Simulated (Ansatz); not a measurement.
Base system: Au in the fcc (Cu type) structure (space group Fm-3m, No. 225; a = 4.157 Å).

(Cell as relaxed with PBE.)

Levels (all Ansatz, a quantum-chemistry and plane-wave program, PAW): PBE (420 eV, no spin-orbit coupling); r2SCAN (500 eV, spin-orbit coupling left out).

Each level relaxes its own structure.

```csv
base,PBE,r2SCAN
volume per atom,17.96 Å³,17.54 Å³
lattice parameter a,7.856 bohr,7.793 bohr
band gap,zero,zero
```

Modification: every Au is replaced by Pt, then cell and atoms are relaxed.

```json
[
 {"quantity": "band gap", "PBE": "zero", "r2SCAN": "?"},
 {"quantity": "volume per atom", "PBE": "15.65 Å³", "r2SCAN": "?"}
]
```

Question: Predict the r2SCAN column.

Answer: 
- band gap, r2SCAN: zero
- volume per atom, r2SCAN: 15.29 Å³

PBE's volume per atom lies 0.352 Å³ above r2SCAN's (2.3 %); the two agree on the band gap. Neither level is exact; r2SCAN is the comparison here, not a measurement.

Whether these cells are dynamically stable was not tested. The final runs are not spin-polarised.
